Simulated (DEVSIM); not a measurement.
Device: Cr/SiO2/n-Ge capacitor, at 300 K.

| layer (left to right) | material | thickness (nm) | Nd (cm⁻³) |
|---|---|---|---|
| 1 | SiO2 | 5.50 | - |
| 2 | Ge | 6600 | 8e15 |

Metal gate on the left, work function 4.5 eV. Fixed charge at the semiconductor interface 1.5e10 cm⁻² (in units of +e); no interface traps.

This is a model device: material constants are rounded textbook-type values typed into the input, and sizes, dopings and lifetimes were drawn at random. Values at 300 K.

```
parameter      SiO2       Ge
-------------  ----  -------
gap (eV)          9    0.664
affinity (eV)   0.9        4
permittivity    3.9       16
Nc (cm⁻³)         -  1.04e19
Nv (cm⁻³)         -     6e18
```

DEVSIM, 1D Poisson equation in equilibrium, Boltzmann statistics, complete ionisation; no quantum confinement or tunnelling. Metal contacts follow the ideal Schottky-Mott rule: no Fermi-level pinning, no interface dipoles.

Question: Give the band bending (positive: bands bend down) and minority sheet density.

Answer: 
```tsv
Vg (V)	ψs (V)	minority carriers (cm⁻²)
-0.55	-0.473	1.3e12
-0.4	-0.452	7.9e11
-0.25	-0.418	3.4e11
-0.1	-0.347	3.8e10
0.05	-0.219	4.2e8
0.2	-0.087	< 1e8
0.35	0.026	< 1e8
0.5	0.096	< 1e8
0.65	0.135	< 1e8
0.8	0.159	< 1e8
0.95	0.176	< 1e8
```
